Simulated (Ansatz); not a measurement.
CsCl-type CoAl was calculated with PBE (plane waves, PAW; Ansatz, a program for electronic structure).

Run with plane-wave cutoff 500 eV, 20×20×20 k mesh, Fermi–Dirac smearing 0.1 eV, no spin polarisation, scalar-relativistic PAW data made under PBE.

Computed at the level's own relaxed cell.

Q: What does this level give for the volume per atom and equilibrium lattice constant a?

A: 
* **volume per atom**: 11.61 Å³/atom
* **equilibrium lattice constant a**: 2.853 Å

Measured, for comparison: equilibrium volume per atom 11.71 Å³/atom, lattice constant a 2.861 Å (room temperature, no zero-point or thermal correction; as tabulated in Yamada et al. (2019), arXiv:1910.09660). Computed (rounded) less measured: equilibrium volume per atom -0.9 %, lattice constant a -0.3 %. A static lattice is as a rule a little smaller and stiffer than an uncorrected measurement, which narrows the difference in the equilibrium volume per atom and would widen misses of the other sign.

Static lattice: no zero-point or thermal effects.
